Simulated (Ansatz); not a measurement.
**Response to strain in Ta**

The parent structure is Ta in the bcc (W type) structure (space group Im-3m, No. 229; relaxed with 0.1 eV smearing).

```yaml
crystal:
  lattice:
    - [-1.65304, 1.65304, 1.65304]
    - [1.65304, -1.65304, 1.65304]
    - [1.65304, 1.65304, -1.65304]
  atoms:
    - { symbol: Ta, position: [0.00000, 0.00000, 0.00000] }
```

Strains are applied to the cell and any free atomic positions relax.

Level of theory: DFT with r2SCAN, PAW potentials and a 500 eV plane-wave cutoff in Ansatz (a first-principles code), scalar-relativistic without spin-orbit coupling.

| isotropic strain (%) | pressure (GPa) |
|---|---|
| 0 | 0.0 |
| 0.5 | -2.9 |
| 1 | -5.7 |
| 1.5 | -8.3 |
| 2 | ? |
| 2.5 | -13.1 |
| 3 | -15.2 |

Fit P = P₀ − Bδ + Cδ² with δ = (1 + ε)³ − 1 to the rows shown and predict the withheld row.

Least squares on the printed values gives P₀ = 0.0 GPa, B = 200 GPa, C = 383 GPa (largest residual 0.0 GPa); this predicts -10.8 GPa, and the run gives -10.8 GPa, in agreement.

Stability against distortions was not tested. The final runs are not spin-polarised.
